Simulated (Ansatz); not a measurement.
```yaml
crystal:
  lattice:
    - [0.00918, 3.16573, 3.16573]
    - [3.16573, 0.00918, 3.16573]
    - [3.17491, 3.17491, 0.00000]
  atoms:
    - { symbol: Ba, position: [0.00000, 0.00000, 0.00000] }
    - { symbol: S, position: [0.50000, 0.50000, 0.50000] }
```

No spin polarisation.

The values are results of plane-wave PAW DFT at the PBEsol level (Ansatz, a first-principles code, 420 eV), no SOC, not measurements. k-mesh 9×9×9 (Γ-centred); smearing 0.05 eV (Fermi–Dirac).

Task: Estimate the valence-band top at Γ (three highest levels, from the VBM).

Result: 0.00, -0.01, -0.01 eV.

Task: What stress (xx, yy, zz, yz, xz, xy; compression positive) does the calculation give?

Result: (0.01, 0.01, 0.01, 0.00, 0.00, -0.11) GPa.

The levels and masses belong to the bands next to the band gap. The cells carry an imposed strain or load. Stability against distortions was not tested. The cell was made from BaS in the rock salt structure (space group Fm-3m, No. 225) by this change: tensor shear ε_xy = +0.29 %.
